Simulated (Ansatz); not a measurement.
An Ansatz (a program for electronic structure) input (PBEsol (Ansatz), scalar-relativistic without spin-orbit coupling):

Ansatz 0.2 input:
```yaml
crystal:
  lattice:
    - [0, 2.7257578534, 2.7257578534]
    - [2.7257578534, 0, 2.7257578534]
    - [2.7257578534, 2.7257578534, 0]
  atoms:
    - { symbol: S, position: [0, 0, 0] }
    - { symbol: Hg, position: [0.5, 0.5, 0.5] }
basis: { ecutwfc: 420, ecutrho_ratio: 4, xc_grid: 2, fft_grid_basis: typed }
kpoints: { mp_grid: { grid: [15, 15, 15] } }
hamiltonian:
  xc: pbesol
  dispersion: none
  pseudopotentials: { kind: paw }
scf: { occupations: { method: fermi_dirac, width: 0.05 }, convergence: { dr2_threshold: 0.0000000002 } }
output: { forces: true, stress: true }
```

Task: Which symmetry and how many k-points will the program report, and about how many plane waves at Γ?

Result: Space group Fm-3m (ITA 225) with 48 operations, k-points 120 of 3375, and 749 plane waves at Γ.

Whether these cells are dynamically stable was not tested. All final runs are without spin polarisation. The cell is HgS in the rock salt structure (space group Fm-3m, No. 225; a model cell, its experimental status unchecked). This is not the structure that HgS has at room temperature and ambient pressure.
